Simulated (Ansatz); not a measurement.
This Ansatz (an electronic-structure program) input is the reference run, AlRu in the CsCl type structure (space group Pm-3m, No. 221), computed with PBEsol (Ansatz), scalar-relativistic without spin-orbit coupling:

Ansatz 0.2 input:
```yaml
crystal:
  lattice:
    - [2.9763269123, 0, 0]
    - [0, 2.9763269123, 0]
    - [0, 0, 2.9763269123]
  atoms:
    - { symbol: Al, position: [0, 0, 0] }
    - { symbol: Ru, position: [0.5, 0.5, 0.5] }
basis: { ecutwfc: 420, ecutrho_ratio: 4, xc_grid: 2, fft_grid_basis: typed }
kpoints: { mp_grid: { grid: [16, 16, 16] } }
hamiltonian:
  xc: pbesol
  dispersion: none
  pseudopotentials: { kind: paw }
scf: { occupations: { method: fermi_dirac, width: 0.05 }, convergence: { dr2_threshold: 0.0000000002 } }
output: { forces: true, stress: true }
checkpoint: { write: state.ck, write_every: 1000 }
```

Question: Write the input for this change: uniaxial stress, 1 GPa tension along x, with the cell and atoms free to relax against it.

Answer: 
Ansatz 0.2 input:
```yaml
crystal:
  lattice:
    - [2.9763269123, 0, 0]
    - [0, 2.9763269123, 0]
    - [0, 0, 2.9763269123]
  atoms:
    - { symbol: Al, position: [0, 0, 0] }
    - { symbol: Ru, position: [0.5, 0.5, 0.5] }
basis: { ecutwfc: 420, ecutrho_ratio: 4, xc_grid: 2, fft_grid_basis: typed }
kpoints: { mp_grid: { grid: [16, 16, 16] } }
hamiltonian:
  xc: pbesol
  dispersion: none
  pseudopotentials: { kind: paw }
scf: { occupations: { method: fermi_dirac, width: 0.05 } }
relax: { f_tol: 0.005, max_steps: 50, cell: { stress_tol: 0.01, sigma_target: [-1, 0, 0, 0, 0, 0] } }
output: { forces: true, stress: true }
checkpoint: { write: state.ck, write_every: 1000 }
```
This is the input that was run.

Load acts through the strain it causes; cell and atoms are relaxed under it. sigma_target is in GPa, compression positive, in the order xx, yy, zz, yz, xz, xy. Beyond what the load breaks, stability against distortions was not tested. All final runs are without spin polarisation.
